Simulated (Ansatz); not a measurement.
We consider AlB2-type TiB2, described by rVV10 (Ansatz, a first-principles code, plane waves, PAW).

Numerical settings: plane-wave cutoff 520 eV, 24×24×18 k mesh (along the axes of the cell as run), Fermi–Dirac smearing 0.05 eV, no spin polarisation, scalar-relativistic PAW data made under PBE.

Response to compression and expansion:

Shape and atoms are relaxed at each volume.

| V (Å³/atom) | P (GPa) | c (Å) | a (Å) |
|---|---|---|---|
| 8.250 | 10.99 | 3.183 | 2.996 |
| 8.422 | 5.22 | 3.211 | 3.014 |
| 8.594 | 0.00 | 3.239 | 3.032 |
| 8.766 | -4.72 | 3.267 | 3.049 |
| 8.937 | -9.01 | 3.294 | 3.066 |

Note: the bulk modulus comes from volumes at which shape and atoms were relaxed.
